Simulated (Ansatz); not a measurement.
## Carrier properties of Si under load (space group P6_3/mmc)

Given:

```yaml
crystal:
  lattice:
    - [3.81875, 0.00000, 0.00000]
    - [-1.90938, 3.30713, 0.00000]
    - [0.00000, 0.00000, 6.38827]
  atoms:
    - { symbol: Si, position: [0.33333, 0.66667, 0.06372] }
    - { symbol: Si, position: [0.66667, 0.33333, 0.93628] }
    - { symbol: Si, position: [0.66667, 0.33333, 0.56372] }
    - { symbol: Si, position: [0.33333, 0.66667, 0.43628] }
```

The numbers are results of PBEsol with spin-orbit coupling, rigid bands (plane waves, PAW; Ansatz, an electronic-structure program), not measurements. Condition of this run: uniaxial stress zz = -2 GPa (compression positive) (the target of the relaxation). Cell: cell and atoms relaxed with PBEsol, then loaded as said.

| Quantity | Value |
|---|---|
| band gap | 0.33 eV |
| electron conductivity mass (300 K, dilute) | 0.200 (x), 0.200 (y), 1.17 (z) mₑ |
| hole conductivity mass (300 K, dilute) | 0.39 (x), 0.39 (y), 0.61 (z) mₑ |
| effective density of states N_c (300 K) | 2.8e19 cm⁻³ |
| effective density of states N_v (300 K) | 8.1e18 cm⁻³ |
| density-of-states mass, electrons | 1.08 mₑ |
| density-of-states mass, holes | 0.47 mₑ |
| Seebeck coefficient, n-type 1e19 cm⁻³, 300 K | -313 μV/K |
| Seebeck coefficient, p-type 1e19 cm⁻³, 300 K | 244 μV/K |
| best p-type power factor at 300 K for τ = 10 fs (best axis; densities from 1e16 to 1e21 cm⁻³ tried, whether or not they can be reached) | 6.0 μW/(cm·K²) at 1e20 cm⁻³ |

Rigid bands; masses and Seebeck coefficients take one relaxation time τ for all states and one kind of carrier; polarons and phonon drag are left out.
